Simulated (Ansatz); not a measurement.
**Pressure series in AlN**

The parent structure is AlN in the wurtzite structure (space group P6_3mc, No. 186; a = 3.089 Å, c = 4.943 Å).

Cell and atoms are relaxed at each pressure.

Method: LDA (Ansatz, a quantum-chemistry and plane-wave program, PAW, scalar-relativistic without spin-orbit coupling).

Computed cases, in order: pressure −2 GPa; pressure −1 GPa; 0 GPa (base); pressure 0.9 GPa; pressure 2.1 GPa; pressure 4.5 GPa; pressure 9 GPa; pressure 15 GPa; pressure 22.5 GPa; pressure 30 GPa.

Problem. Between which two neighbouring cases does the gap turn between direct and indirect?

Solution. Between pressure 9 GPa (4.75 eV, direct at Γ) and pressure 15 GPa (4.94 eV, indirect, Γ → K). The whole series: pressure −2 GPa: 4.33 eV, direct at Γ; pressure −1 GPa: 4.38 eV, direct at Γ; 0 GPa (base): 4.42 eV, direct at Γ; pressure 0.9 GPa: 4.45 eV, direct at Γ; pressure 2.1 GPa: 4.50 eV, direct at Γ; pressure 4.5 GPa: 4.59 eV, direct at Γ; pressure 9 GPa: 4.75 eV, direct at Γ; pressure 15 GPa: 4.94 eV, indirect, Γ → K; pressure 22.5 GPa: 4.93 eV, indirect, Γ → K; pressure 30 GPa: 4.93 eV, indirect, Γ → K.

Load acts through the strain it causes; cell and atoms are relaxed under it. No phonon test of stability was made. Measured, AlN leaves this structure (for rock salt) near 14 GPa (temperature not stated; as listed in Datta, Sujoy, Jana, Debnarayan, arXiv (2020)), on rising pressure, with hysteresis.
